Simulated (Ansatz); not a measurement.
Take SnTe in the rock salt structure (space group Fm-3m, No. 225; a = 6.289 Å) as the base. Axes: x, y, z lie along the cube axes.

Computed with PBEsol in Ansatz (plane waves to 420 eV, PAW, scalar-relativistic without spin-orbit coupling).

Strains are applied to the cell and any free atomic positions relax.

One change was made to it. Results:

| quantity | base | after |
|---|---|---|
| pressure (mean of the normal stresses, compression positive) | -0.1 kbar | -0.1 kbar |
| energy relative to the base (free energy F) | 0 meV/atom | +0.1 meV/atom |

Problem. Which change produced these results?
A. tensor shear ε_xy = +1.43 %
B. tensor shear ε_xy = +2.00 %
C. tensor shear ε_xy = +1.71 %
D. tensor shear ε_xy = +0.29 %

Solution. D, tensor shear ε_xy = +0.29 %. For comparison, the energy relative to the base in the other runs: tensor shear ε_xy = +1.71 % gives +1.9 meV/atom; tensor shear ε_xy = +2.00 % gives +2.6 meV/atom; tensor shear ε_xy = +1.43 % gives +1.4 meV/atom.

Whether these cells are dynamically stable was not tested. All final runs are without spin polarisation.

Ansatz is a program for electronic structure.
